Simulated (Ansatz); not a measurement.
# OsC (model structure, started from the CsCl type, Pm-3m, No. 221, 2 atoms in the cell)

Calculation: LDA in Ansatz (plane waves, PAW).

Settings: plane-wave cutoff 520 eV, 20×20×20 k mesh, Fermi–Dirac smearing 0.05 eV, no spin polarisation, scalar-relativistic PAW data made under PBE.

Cell (relaxed at this level):

```xyz
2
Lattice="2.6530 0.0000 0.0000 0.0000 2.6530 0.0000 0.0000 0.0000 2.6530" Properties=species:S:1:pos:R:3 pbc="T T T"
Os     0.0000     0.0000     0.0000
C      1.3265     1.3265     1.3265
```

- bulk modulus: 443 GPa

Note: the run has no spin polarisation, so it can have missed a magnetic state; the bulk modulus is −V dP/dV from two relaxed cells at ±2 % in volume; the relaxation could raise the start's symmetry but not lower it, so the cell can be a saddle point.

Spin–orbit coupling is not included; it can open a gap where bands touch, and shift volumes and moduli.

Static lattice: no zero-point or thermal effects.

A model structure was made by putting elements into a prototype or built by hand; it is no filed structure, need not be a known phase, and can be a saddle point held by its symmetry.

Ansatz is a program for electronic structure.
